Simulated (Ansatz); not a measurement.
GaAs under load (space group I-4m2), r2SCAN with spin-orbit coupling, rigid bands run with Ansatz (a program for electronic structure). Condition of this run: uniaxial stress zz = 1 GPa (compression positive) (the target of the relaxation). Band gap 0.86 eV, N_c = 3.43e17 cm⁻³ and N_v = 4.94e18 cm⁻³ at 300 K, conductivity masses along x (a = (0.00, 2.84, 2.80) Å; b = (2.84, 0.00, 2.80) Å; c = (2.84, 2.84, 0.00) Å) of 0.0601 mₑ (electrons) and 0.400 mₑ (holes). Take k_BT = 0.02585 eV.

Q: A film of it is 8 nm thick, with its normal along the direction named. Estimate the confinement energies in an infinite well.

A: ħ²π²/(2m t²) = 0.376 eV·nm²/(m/mₑ × t²) gives 97.8 meV for electrons and 14.7 meV for holes, so the gap would widen to about 0.97 eV. Finite barriers and nonparabolic bands lower this, and with several valleys or bands the heaviest mass along the normal sets the lowest level, not this average.

Q: What thermal injection velocity √(2k_BT/πm) limits a ballistic channel along the direction named?

A: 2.19e7 cm/s for electrons and 8.51e6 cm/s for holes, a ratio of √(m_h/m_e) = 2.58, for dilute carriers.

Q: What built-in voltage has an abrupt junction with N_A = 1e16 and N_D = 1e17 cm⁻³, all dopants ionised?

A: V_bi = E_g/e − (k_BT/e) ln(N_c N_v/(N_A N_D)) = 0.86 − 0.02585 × 7.44 = 0.67 V, for the computed gap.

Rigid bands with the computed gap; masses take one relaxation time for all states.
